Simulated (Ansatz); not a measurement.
Consider this model of amorphous Si$_{30}$N$_{45}$Nb$_{3}$.

```xyz
78
Lattice="9.5673 -0.0486 -0.0626 -0.0486 9.7194 -0.1015 -0.0626 -0.1015 9.5642" Properties=species:S:1:pos:R:3 pbc="T T T"
Si     1.2574     5.5106     8.5580
Si     8.6108     6.4013     4.1731
Si     2.1601     2.6431     7.9079
Si     0.2158     0.3057     8.0219
Si     7.2157     6.6674     1.3229
Si     1.1981     4.9760     2.1201
Si     2.6738     0.6708     0.4802
Si     3.7996     5.1963     7.9615
Si     6.5452     4.2987     9.2480
Si     3.9182     0.1281     7.3138
Si     8.9475     2.2285     2.6810
Si     5.9877     1.2553     2.2128
Si     6.9041     8.7228     9.3267
Si     3.6258     4.3765     3.6635
Si     1.9876     7.0130     3.7212
Si     0.7636     2.8966     0.5443
Si     3.9012     2.0102     5.5717
Si     5.6930     6.0237     5.2493
Si     8.5643     2.7748     7.3308
Si     1.8167     1.8312     3.2264
Si     6.6318     8.4149     3.7241
Si     8.9580     0.5883     5.1934
Si     4.3017     8.9089     4.2069
Si     5.9299     6.8157     8.1445
Si     7.7687     1.5312    -0.0286
Si     6.2599     3.8650     2.6702
Si     2.6231     8.1074     8.5225
Si     1.6076     8.4773     5.7010
Si     3.8960     3.5843     0.9057
Si     8.3227     5.6249     6.9806
N      2.6207     2.4688     0.0966
N      5.0628     2.7511     1.8869
N      0.4883     9.6357     6.2710
N      4.8906     5.9914     6.8973
N     -0.0166     5.0905     3.6567
N      9.0729     4.1295     6.5391
N      2.7135     5.6083     4.4614
N      0.6248     7.2089     4.8795
N      2.7405     6.4181     8.8382
N      0.2575     1.3415     3.9346
N      3.0349     2.7062     4.2317
N      7.5009     2.9486     8.7419
N      7.2511     2.4249     2.9503
N      7.5944     9.2826     4.7846
N      7.1625     5.5662     8.2476
N      0.2958     6.4051     7.4466
N      8.1249     0.1813     8.4083
N      3.0447     4.5668     2.0413
N      7.5821     7.1607     2.9677
N      0.4928     2.1498     8.2377
N      3.7229     9.4327     9.0120
N      5.3473     4.6920     3.9806
N      5.4334     9.5375     2.9641
N      5.6503     1.9226     7.0739
N      9.1107     1.6886     1.0183
N      2.6092     8.5450     4.1980
N      4.5902     0.3708     5.5323
N      6.9273     4.9061     1.3765
N      5.0997     2.9226     6.4622
N      8.4126     7.9410     0.6066
N      5.3157     7.5468     4.4983
N      0.9485     3.1493     2.3579
N      5.9808     7.3715     0.3305
N      1.2306     9.2046     9.1171
N      2.9000     1.5361     6.9263
N      6.1911     8.4130     7.7129
N      7.4722     6.1297     5.5125
N      6.5719     0.6066     0.7407
N      4.7201     4.2547     9.1544
N      2.2888     4.3270     7.5092
N      1.3880     6.8376     2.1131
N      0.7392     4.6685     0.3731
N      2.8507     8.4044     6.8722
N      2.1915     0.5694     2.0860
N      8.1002     1.6729     6.1700
Nb     6.5692     0.3542     6.6209
Nb     0.9923     5.1273     5.5629
Nb     0.5345     8.4896     1.3976
```

Computed with PBE, scalar-relativistic without spin-orbit coupling (plane waves to 420 eV, PAW; Ansatz, a program for electronic structure). In the spin-polarised cell the level spacing at the Fermi energy can part levels of unlike spin.

The cell was made by melting and quenching with the CHGNet potential and then relaxed with DFT. N atoms were pushed apart under 1.9 Å during the dynamics, to hinder bonds among them. The hot cell started wider than the set density and was brought back towards it in steps. It is the lowest in DFT energy of 2 quenches. It is a model cell: composition and starting density were chosen by hand, and all elements were melted together. No dispersion term was used. Its density started from a set value of 3.27 and ended at 3.27 g/cm³. The simulated quench (nominally 450 K/ps over its main leg) is rapid and tends to freeze in more defects than a deposited or slowly cooled glass has. One small periodic cell is one sample of the glass; other quenches scatter about these values. The volume was held where the preparation left it and the shape relaxed, at a PBE pressure of -0.7 GPa (tension). Stress components on the final sampling reach 0.7 GPa. On a 2×2×2 Γ-centred mesh force components of up to 0.14 eV/Å stay, since the relaxation ran on the zone centre alone.

Cut-offs for bonds: Si-Si 2.60 Å, Si-N 2.12 Å, Si-Nb 2.78 Å, N-N 1.70 Å, N-Nb 2.58 Å, Nb-Nb 3.12 Å. Two cations that share two anions don't count as bonded, nor two that share one unless they lie closer than Si-Si 2.38 Å, Si-Nb 2.71 Å, Nb-Nb 3.04 Å.

### Question
Give the coordination numbers, mean bond lengths and angles.

### Answer

```yaml
Mean coordination of Si by anions: 4.10 (27 with 4, 3 with 5)
Mean coordination of N: 3.13 (2 with 2, 35 with 3, 8 with 4)
Mean coordination of Nb by anions: 5.33 (1 with 4, 2 with 6)
Mean Si-N bond: 1.781 Å (spread 0.067 Å, 123 counted)
Mean N-Nb bond: 2.172 Å (spread 0.180 Å, 16 counted)
Mean N-N bond: 1.295 Å (spread 0.000 Å, 1 counted)
Bond angle at Si: mean 108.7°, spread 15.7°
Bond angle at N: mean 113.2°, spread 17.6°
Bond angle at Nb: mean 103.5°, spread 28.3°
```

### Question
Which atoms depart from the most common coordination of their element?

### Answer
Si6 has 5 (N72 1.83 Å, N62 1.86 Å, N71 1.87 Å, N48 1.89 Å, N35 1.96 Å); Si13 has 5 (N66 1.79 Å, N68 1.79 Å, N63 1.85 Å, N60 1.89 Å, N47 1.95 Å); Si16 has 5 (N55 1.77 Å, N72 1.78 Å, N62 1.84 Å, N31 1.96 Å, N50 1.99 Å); N31 has 4 (Si3 1.82 Å, Si7 1.84 Å, Si29 1.88 Å, Si16 1.96 Å); N38 has 4 (Si15 1.80 Å, Si28 1.80 Å, Si2 1.87 Å, Nb77 2.22 Å); N47 has 4 (Si4 1.72 Å, Si25 1.73 Å, Si13 1.95 Å, Nb76 2.38 Å); N50 has 4 (Si3 1.77 Å, Si19 1.85 Å, Si4 1.88 Å, Si16 1.99 Å); N54 has 2 (N59 1.30 Å, Nb76 1.87 Å); N57 has 4 (Si23 1.72 Å, Si17 1.78 Å, Si10 1.92 Å, Nb76 2.26 Å); N59 has 2 (N54 1.30 Å, Si17 1.75 Å); N62 has 4 (Si20 1.80 Å, Si11 1.84 Å, Si16 1.84 Å, Si6 1.86 Å); N64 has 4 (Si4 1.80 Å, Si27 1.87 Å, Si7 1.91 Å, Nb78 2.16 Å); N70 has 4 (Si3 1.74 Å, Si8 1.80 Å, Si1 1.89 Å, Nb77 2.47 Å); Nb78 has 4 (N60 1.91 Å, N71 1.99 Å, N64 2.16 Å, N74 2.48 Å).
